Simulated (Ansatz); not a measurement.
Here is the system:

```
CELL_PARAMETERS angstrom
      0.00000     1.95948     1.95948
      1.95948     0.00000     1.95948
      1.95948     1.95948     0.00000
ATOMIC_POSITIONS crystal
  Pt 0.00000 0.00000 0.00000
```

Computed with r2SCAN, rigid bands (plane waves, PAW, scalar-relativistic; Ansatz, an electronic-structure program). Condition of this run: functional r2SCAN on the same cell. Geometry: cell and atoms relaxed with PBEsol.

Problem. For narrow interconnects the product ρ₀λ of bulk resistivity and mean free path ranks metals, the lower the better. What is it here?

Solution. 3.5 ×10⁻¹⁶ Ω·m².

Problem. And the Drude plasma energy and the root-mean-square Fermi velocity at 300 K?

Solution. 9.0 eV; 5.0e5 m/s.

A metal at this level (no band gap); rigid bands, thermally averaged at 300 K, both spins. Spin-orbit coupling is left out, which matters with elements this heavy. τ is one relaxation time for all states; the product of resistivity and mean free path takes one path for all states instead.
